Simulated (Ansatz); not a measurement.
Start from PbTe in the rock salt structure (space group Fm-3m, No. 225).

```
PbTe
1.0
    0.00000     3.28451     3.28451
    3.28451     0.00000     3.28451
    3.28451     3.28451     0.00000
Te Pb
1 1
Cartesian
  0.00000   0.00000   0.00000
  3.28451   3.28451   3.28451
```

The values are results of PBE, PAW, 420 eV (Ansatz, a program for electronic structure; without spin-orbit coupling), not measurements.

Carriers are added at fixed cell with a uniform background; the Fermi–Dirac width is that of 300 K.

One change was made to it. Results:

The Fermi level relative to the doped band's edge (positive inside the band; to 0.05 eV) amounts to +0.80 eV; the gap between the host's bands drops by 0.06 eV (0.83 eV → 0.77 eV); the gap character is still direct at L.

Task: What was done to the base?
A. holes 5.0×10^20 cm⁻³
B. holes 7.0×10^21 cm⁻³
C. electrons 7.0×10^21 cm⁻³

Result: C, electrons 7.0×10^21 cm⁻³. For comparison, the Fermi level from band edge in the other runs: holes 5.0×10^20 cm⁻³ gives +0.15 eV; holes 7.0×10^21 cm⁻³ gives +0.45 eV.

Charged cell with a jellium background: band edges are those of the host's band count, energies are not comparable with the neutral cell, and many-body gap narrowing is missing. With Pb and Te present, leaving out spin-orbit coupling can change the band edges. Stability against distortions was not tested.
